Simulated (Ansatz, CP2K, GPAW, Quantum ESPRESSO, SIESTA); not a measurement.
# Code comparison for BaSn₃S₄ (Pm, 8 atoms in the cell)

Self-consistent single point.

```xyz
8
Lattice="4.4490 0.0000 0.0000 0.0000 4.2051 0.0000 -0.1018 0.0000 11.7455" Properties=species:S:1:pos:R:3 pbc="T T T"
Ba     1.7978     2.1025     7.1959
Sn     0.6544     2.1025     1.2433
Sn     2.7788     0.0000     4.2123
Sn     3.7815     0.0000    10.3360
S      2.0542     2.1025    10.3626
S      0.0037     2.1025     4.1228
S      2.2872     0.0000     1.7341
S      4.0311     0.0000     7.7753
```

Shared settings, as Ansatz (a first-principles code) writes them: kpoints.mp_grid.grid = 3 4 2; scf.occupations.method = fermi_dirac; scf.occupations.width = 0.0037 Ry. Potentials and cutoffs stand in the table.

| code | model | pressure (GPa) | largest force (eV/Å) | gap on the mesh (eV) | cutoff |
|---|---|---|---|---|---|
| CP2K | PBEsol, GPW, DZVP-MOLOPT-SR-GTH basis, GTH-PBE potentials (GTH_POTENTIALS) | -0.90 | 0.389 | 1.288 | grid 500 Ry |
| GPAW | PBEsol, GPAW PAW datasets PBEsol (made by gpaw-setup) | -2.86 | 0.189 | 1.288 | 600 eV |
| Ansatz | PBEsol, PAW files made with PBE | -2.91 | 0.190 | 1.311 | 30.9 Ry |
| Quantum ESPRESSO | PBEsol, SSSP 1.1.2 precision (PBE) pseudopotentials | -2.78 | 0.185 | 1.297 | 55 Ry |
| SIESTA | GGA PBEsol, numerical atomic orbitals TZP, PseudoDojo PBEsol standard norm-conserving potentials (rewritten from UPF to PSML) | -2.66 | 0.310 | 1.274 | grid 400 Ry |

Size of the force on each atom (eV/Å): Sizes of forces hide their directions.

| code | Ba1 | Sn2 | Sn3 | Sn4 | S5 | S6 | S7 | S8 |
|---|---|---|---|---|---|---|---|---|
| CP2K | 0.137 | 0.226 | 0.253 | 0.328 | 0.127 | 0.202 | 0.389 | 0.176 |
| GPAW | 0.042 | 0.124 | 0.148 | 0.189 | 0.062 | 0.118 | 0.123 | 0.111 |
| Ansatz | 0.011 | 0.106 | 0.127 | 0.190 | 0.053 | 0.110 | 0.121 | 0.091 |
| Quantum ESPRESSO | 0.034 | 0.102 | 0.116 | 0.185 | 0.041 | 0.103 | 0.139 | 0.090 |
| SIESTA | 0.039 | 0.210 | 0.062 | 0.169 | 0.197 | 0.109 | 0.310 | 0.215 |

Gaps are read on the mesh.

The spread over the programs that give each value: pressure within 2.01 GPa; largest force within 0.204 eV/Å; gap on the mesh within 0.037 eV.

CP2K and SIESTA use small atom-centred bases, whose incompleteness enters pressures, forces and empty levels differently from a plane-wave cutoff. Ansatz's pressure is given at a fixed set of plane waves, as the other plane-wave codes print theirs. In the pressure, CP2K (by 1.96) lies more than 1 GPa from the median of the plane-wave programs. In the force vectors, CP2K (by 0.315) and SIESTA (by 0.211) lie more than 0.08 eV/Å from the median of the plane-wave programs.

The starting cell comes from a database of computed structures (which also holds hypothetical and non-ambient phases and stackings), without a prior relaxation at this level.

Keys are those of Ansatz 0.2.
